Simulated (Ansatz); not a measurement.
Here is the system:

```
Mg2Ge
1.0
    0.00000     3.09610     3.09610
    3.09610     0.00000     3.09610
    3.09610     3.09610     0.00000
Mg Ge
2 1
Direct
  0.25000   0.25000   0.25000
  0.75000   0.75000   0.75000
  0.00000   0.00000   0.00000
```

No spin polarisation.

Level of theory: LDA/PAW in Ansatz (a program for electronic structure), scalar-relativistic without spin-orbit coupling. Γ-centred 13×13×13 mesh, Fermi–Dirac width 0.05 eV.

Predict the pressure and space group.


```json
{
  "pressure": "2.80 GPa",
  "space_group": "Fm-3m (No. 225)"
}
```

The cells carry an imposed strain or load. No phonon test of stability was made. The cell was made from Mg2Ge in the anti-fluorite structure (space group Fm-3m, No. 225) by this change: isotropic strain −1.50 %.
